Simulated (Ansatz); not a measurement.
```yaml
crystal:
  lattice:
    - [3.84912, 0.00020, -0.02450]
    - [0.00008, 3.84897, 0.04702]
    - [0.14306, 1.62839, 27.74104]
  atoms:
    - { symbol: S, position: [0.99467, 0.52169, 0.13379] }
    - { symbol: S, position: [0.50138, 0.07167, 0.03568] }
    - { symbol: S, position: [0.99711, 0.42125, 0.33026] }
    - { symbol: S, position: [0.49624, 0.97124, 0.23207] }
    - { symbol: S, position: [0.99864, 0.33547, 0.52666] }
    - { symbol: S, position: [0.49822, 0.86893, 0.42855] }
    - { symbol: Zn, position: [0.99587, 0.99633, 0.18300] }
    - { symbol: Zn, position: [0.49341, 0.54546, 0.08441] }
    - { symbol: Zn, position: [0.99768, 0.89627, 0.37933] }
    - { symbol: Zn, position: [0.49661, 0.44591, 0.28116] }
    - { symbol: Zn, position: [0.49552, 0.34101, 0.47794] }
    - { symbol: Pt, position: [0.25241, 0.00857, 0.66956] }
    - { symbol: Pt, position: [0.74843, 0.51028, 0.66901] }
    - { symbol: Pt, position: [0.74910, 0.03348, 0.59346] }
    - { symbol: Pt, position: [0.26169, 0.55325, 0.59387] }
    - { symbol: Pt, position: [0.24880, 0.93390, 0.81835] }
    - { symbol: Pt, position: [0.75008, 0.43261, 0.81861] }
    - { symbol: Pt, position: [0.74907, 0.97251, 0.74380] }
    - { symbol: Pt, position: [0.24959, 0.47177, 0.74387] }
    - { symbol: Pt, position: [0.23516, 0.85358, 0.96889] }
    - { symbol: Pt, position: [0.75380, 0.36777, 0.96847] }
    - { symbol: Pt, position: [0.74930, 0.89343, 0.89326] }
    - { symbol: Pt, position: [0.24830, 0.39801, 0.89280] }
```

The first 11 atoms are the substrate (ZnS-zb), the rest the film (Pt).

All values below come from PBE (plane waves to 420 eV, PAW; Ansatz, a program for electronic structure). Scalar-relativistic, without spin–orbit coupling; the runs are not spin-polarised; PBE gaps are too small against experiment. Its k-point mesh 8×8×1, Fermi–Dirac width 0.05 eV.

### Question
Describe the bonding at the interfaces and give the barriers.

### Answer
A periodic stack without vacuum, fcc Pt (0 0 1) on zinc-blende ZnS (0 0 1) (film strained to the substrate, started from cuts of the bulks and a machine-learned relaxation; slabs S6Zn5 and Pt12, which can lie off the formulas): substrate slab S6Zn5, film Pt12, surface cells [[1, 0], [1, 1]] and [[0, -1], [2, 1]], film strained by -3.0 and -3.0 %, outermost planes S/S and Pt/Pt as cut, which need not be the usual terminations and can put a slab off its formula.
```
Property                                                                                   Value
-------------------------------------------------------------------------------  ---------------
interface area                                                                           14.8 Å²
period                                                                                   27.72 Å
heights between the nearest atoms of the two slabs at the two interfaces         1.85 and 1.85 Å
Pt–S contacts across the interfaces within 1.22 times the sum of covalent radii   4, mean 2.33 Å
hole barrier (PBE)                                                                       1.28 eV
electron barrier (PBE)                                                                   0.73 eV
```
